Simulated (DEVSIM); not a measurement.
System: abrupt Ge p-n junction, at 300 K.

```
layer (left to right)  material  thickness (μm)  Nd (cm⁻³)  Na (cm⁻³)   τn (s)   τp (s)
---------------------  --------  --------------  ---------  ---------  -------  -------
1                            Ge            4.90          -     4.2e17  0.00076  0.00076
2                            Ge           0.400     2.2e15          -  0.00076  0.00076
```

Left contact: ohmic. Right contact: ohmic. Voltage is applied to the left contact. Recombination: SRH at mid-gap. Mobility is μmin + (μ − μmin)/(1 + (N/Nref)^α).

Constants are typed, rounded textbook-type inputs, not results; the design itself was drawn at random and stands for no fabricated device. Values at 300 K.

```tsv
parameter	Ge
gap (eV)	0.664
affinity (eV)	4
permittivity	16
Nc (cm⁻³)	1.04e19
Nv (cm⁻³)	6e18
μn (cm²/Vs)	3900
μp (cm²/Vs)	1900
μn,min	150
μp,min	100
Nref,n	2.6e17
Nref,p	4e17
αn	0.56
αp	0.6
```

Model (solved in DEVSIM): 1D drift-diffusion, Boltzmann statistics, complete ionisation; no tunnelling, impact ionisation, image-force lowering or self-heating.

Problem. Tabulate band edges, carrier densities and field at zero bias.

Solution. Energies count from the Fermi level of the right contact; mesh points crowd at the junctions.

```tsv
x (μm)	Ec (eV)	Ev (eV)	n (cm⁻³)	p (cm⁻³)	field (V/cm)
0.000	0.595	-0.069	1.0e9	4.2e17	≈ 0
0.02021	0.595	-0.069	1.0e9	4.2e17	≈ 0
0.05726	0.595	-0.069	1.0e9	4.2e17	≈ 0
0.1314	0.595	-0.069	1.0e9	4.2e17	≈ 0
0.3249	0.595	-0.069	1.0e9	4.2e17	≈ 0
0.6160	0.595	-0.069	1.0e9	4.2e17	≈ 0
1.150	0.595	-0.069	1.0e9	4.2e17	≈ 0
2.642	0.595	-0.069	1.0e9	4.2e17	≈ 0
3.679	0.595	-0.069	1.0e9	4.2e17	≈ 0
4.245	0.595	-0.069	1.0e9	4.2e17	≈ 0
4.554	0.595	-0.069	1.0e9	4.2e17	≈ 0
4.766	0.595	-0.069	1.0e9	4.2e17	≈ 0
4.838	0.595	-0.069	1.0e9	4.2e17	-11
4.877	0.594	-0.070	1.1e9	4.0e17	-2100
4.903	0.558	-0.106	4.4e9	9.8e16	-27000
4.927	0.511	-0.153	2.7e10	1.6e16	-16000
4.965	0.460	-0.204	2.0e11	2.2e15	-12000
5.031	0.391	-0.273	2.9e12	1.5e14	-9500
5.163	0.287	-0.377	1.6e14	2.8e12	-6300
5.231	0.249	-0.415	6.8e14	6.4e11	-4900
5.273	0.230	-0.434	1.4e15	3.1e11	-4300
5.300	0.219	-0.445	2.2e15	2.0e11	-4200
```
